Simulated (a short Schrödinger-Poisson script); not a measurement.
Structure: MOS inversion layer, SiO2 on p-type Si(100), at 300 K.

From the gate side: 3.3 nm SiO2; 1400 nm Si, acceptors 1e17 cm⁻³.

Constants are typed, rounded textbook-type inputs, not results; the design itself was drawn at random and stands for no fabricated device. SiO2: permittivity 3.9, conduction-band edge (eV) 3.15, gap (eV) 9, electron mass (mₑ) 0.5. Si: permittivity 11.7, conduction-band edge (eV) 0, gap (eV) 1.124, Nv at 300 K (cm⁻³) 3.1e19.

Channel valleys (confinement mass, in-plane density-of-states mass, number): Δ2 0.916, 0.19, 2; Δ4 0.19, 0.417, 4. At the gate the conduction-band edge of layer 1 lies 3.22 eV − eVg above the Fermi level of the channel; the field vanishes at the back. Gaps are held at their typed values at every temperature. Mesh 0.03 nm at interfaces.

Solved with a short Schrödinger-Poisson script written for these runs: 1D Poisson equation in equilibrium, electrons quantum, Hartree (BenDaniel-Duke, 12 states a valley, the channel's in-plane mass for all, wave functions free to enter the dielectric), parabolic valleys, classical holes, full ionisation, no traps, pinning or gate leakage.

| Vg (V) | electrons (cm⁻²) | C (μF/cm²) | Δ2 E0 (meV from the Fermi level) | Δ4 E0 (meV from the Fermi level) |
|---|---|---|---|---|
| 0.15 | 5.02e10 | 0.278 | 140.6 | 171.1 |
| 0.3 | 5.07e11 | 0.693 | 77.8 | 112.0 |
| 0.45 | 1.21e12 | 0.804 | 51.9 | 90.4 |
| 0.6 | 1.98e12 | 0.850 | 35.9 | 78.4 |
| 0.75 | 2.79e12 | 0.876 | 24.2 | 70.3 |
| 0.9 | 3.62e12 | 0.893 | 14.7 | 64.2 |
| 1.05 | 4.46e12 | 0.906 | 6.6 | 59.3 |
| 1.2 | 5.31e12 | 0.915 | -0.5 | 55.1 |
| 1.35 | 6.17e12 | 0.922 | -6.8 | 51.5 |
| 1.5 | 7.04e12 | 0.928 | -12.7 | 48.3 |
| 1.65 | 7.91e12 | 0.933 | -18.1 | 45.3 |
| 1.8 | 8.78e12 | 0.937 | -23.2 | 42.6 |
| 1.95 | 9.66e12 | 0.941 | -28.1 | 40.1 |
| 2.1 | 1.05e13 | 0.945 | -32.7 | 37.7 |
| 2.25 | 1.14e13 | 0.947 | -37.1 | 35.5 |
| 2.4 | 1.23e13 | 0.950 | -41.4 | 33.3 |

Gate voltages with under 1e9 electrons/cm² are left out.

Task: At Vg = 2.4 V the lowest Δ2 subband lies at -41.4 meV from the Fermi level. How many electrons does it hold, and what share of all?

Result: The two-dimensional density of states is g m/(πħ²) = 1.59e11 cm⁻² meV⁻¹ (both spins), kT = 25.9 meV, so n = D kT ln(1 + exp(−E/kT)) = 7.33e12 cm⁻², 0.59 of the 1.23e13 cm⁻² in all.

Task: Compare the slope of the sheet density between 2.1 and 2.4 V with the geometric capacitance of the layers between gate and channel.

Result: q Δn/ΔV = 0.961 μF/cm²; ε0/Σ(t/ε) = 1.05 μF/cm². The ratio is 0.92: the channel acts as a further capacitance in series.
